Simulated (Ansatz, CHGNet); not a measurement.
For cubic perovskite KZnF₃, the machine-learned potential CHGNet-r²SCAN (trained on r²SCAN data) gives:

| Quantity | Value |
|---|---|
| elastic constant C11 | 124 GPa |
| elastic constant C44 | 19.2 GPa |
| polycrystal shear modulus | 25.1 GPa |

Problem. What does PBE0 (plane waves, PAW; Ansatz, an electronic-structure program) give for the same quantities?

Solution. 
- elastic constant C11: 131 GPa (rises by 5.6 %)
- elastic constant C44: 35.8 GPa (rises by 86 %)
- Voigt–Reuss–Hill shear modulus: 37.4 GPa (grows by 49 %)

For comparison: elastic constant C11 134 ± 1 GPa (measured, temperature not stated, no zero-point or thermal correction; as tabulated in Vaitheeswaran et al. (2016), arXiv:1609.00541); elastic constant C44 38.1 GPa (measured, temperature not stated, not corrected to a static lattice; as tabulated in Vaitheeswaran et al. (2016), arXiv:1609.00541).

Changes are worked out from the printed values.

Unless a cell is named, each level is at its own relaxed cell (CHGNet-r²SCAN 13.27, PBE0 13.55 Å³/atom).

Ansatz's density-functional and Hartree–Fock values are scalar-relativistic unless marked +SOC, with PAW data made under PBE.
